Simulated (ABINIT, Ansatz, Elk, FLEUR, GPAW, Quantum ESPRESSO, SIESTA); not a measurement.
Code comparison for NaTlO (P6_3mc, 6 atoms in the cell)

Self-consistent single point.

```
NaTlO
1.0
    3.48439     0.00000     0.00000
   -1.74219     3.01757     0.00000
    0.00000     0.00000    11.39459
Na Tl O
2 2 2
Cartesian
  1.74220   1.00586  10.18551
  0.00000   2.01171   4.48822
  0.00000   2.01171   1.31858
  1.74220   1.00586   7.01588
  0.00000   0.00000  11.28520
  0.00000   0.00000   5.58791
```

All programs got the same cell, k-point mesh and kind of occupations (some realise fixed ones as a very narrow smearing) (in Ansatz's words: kpoints.mp_grid.grid = 7 7 2; scf.occupations.method = fixed); potentials, basis and cutoffs are each program's usual ones.

| code | model | largest force (eV/Å) | gap on the mesh (eV) | k-points | cutoff |
|---|---|---|---|---|---|
| FLEUR | PBEsol, all-electron FLAPW (FLEUR), scalar-relativistic valence | 0.087 | 1.001 | 16 | Kmax 4.3 1/bohr |
| Quantum ESPRESSO | PBEsol, GBRV 1.5 ultrasoft (PBESOL) pseudopotentials | 0.123 | 0.988 | 16 | 40 Ry |
| GPAW | PBEsol, GPAW PAW datasets PBEsol (made by gpaw-setup) | 0.184 | 0.960 | 16 | 950 eV |
| Elk | PBEsol, all-electron FP-LAPW, Elk's shipped species files, default APW+lo basis | – | 0.990 | 16 | default |
| ABINIT | PBEsol, norm-conserving pseudopotentials (PseudoDojo nc-sr-04 PBEsol standard) | 0.072 | 0.968 | 16 | 44 Ha |
| Ansatz | PBEsol, PAW files made with PBE | 0.097 | 0.983 | 16 | default |
| SIESTA | GGA PBEsol, numerical atomic orbitals DZP, PseudoDojo PBEsol standard norm-conserving potentials (rewritten from UPF to PSML) | 0.037 | 0.906 | 53 | grid 300 Ry |

Size of the force on each atom (eV/Å): Sizes of forces hide their directions.

```
code                Na1    Na2    Tl3    Tl4     O5     O6
----------------  -----  -----  -----  -----  -----  -----
FLEUR             0.006  0.006  0.078  0.078  0.087  0.087
Quantum ESPRESSO  0.048  0.048  0.075  0.075  0.123  0.123
GPAW              0.057  0.057  0.127  0.127  0.184  0.184
ABINIT            0.004  0.004  0.069  0.069  0.072  0.072
Ansatz            0.005  0.005  0.092  0.092  0.097  0.097
SIESTA            0.034  0.034  0.037  0.037  0.001  0.001
```

A dash marks a value that a program does not give, or that is left out as unsure.

Gaps are read on the mesh. Another mesh or the band path gives a smaller gap, so these values are not converged in the mesh.

The spread over the programs that give each value: largest force within 0.147 eV/Å; gap on the mesh within 0.095 eV.

The starting cell comes from a database of computed structures (which also holds hypothetical and non-ambient phases and stackings), without a prior relaxation at this level. On Ansatz's run: Spin-orbit coupling is off. Another mesh or the band path of this cell gives a smaller gap, so this value is not converged in the mesh.

Q: Why do the programs differ, and what cannot be compared?

A: Differences of this kind can come from the potentials, where these differ, and from what each basis and cutoff leave unconverged. The valence holds different numbers of electrons (FLEUR 56, Quantum ESPRESSO 56, GPAW 52, ABINIT 56, Ansatz (a first-principles code) 56, SIESTA 56). The zero of total energies and Fermi levels follows the potentials and each program's conventions, so they are not compared here. SIESTA uses small atom-centred bases, whose incompleteness enters pressures, forces and empty levels differently from a plane-wave cutoff. FLEUR and Elk treat all electrons, but the usual bases taken here (sphere radii, linearisation, local orbitals, empty states) were not tested for convergence, so the values are no reference for the others. The programs reduce the same mesh by symmetry to different extents, which changes the work and not the result. In the force vectors, SIESTA (by 0.109) lies more than 0.08 eV/Å from the median of the plane-wave programs.

Left out of this page: CP2K (unsound by tests on forces, stress, charge or solver warnings).

Keys are those of Ansatz 0.2.
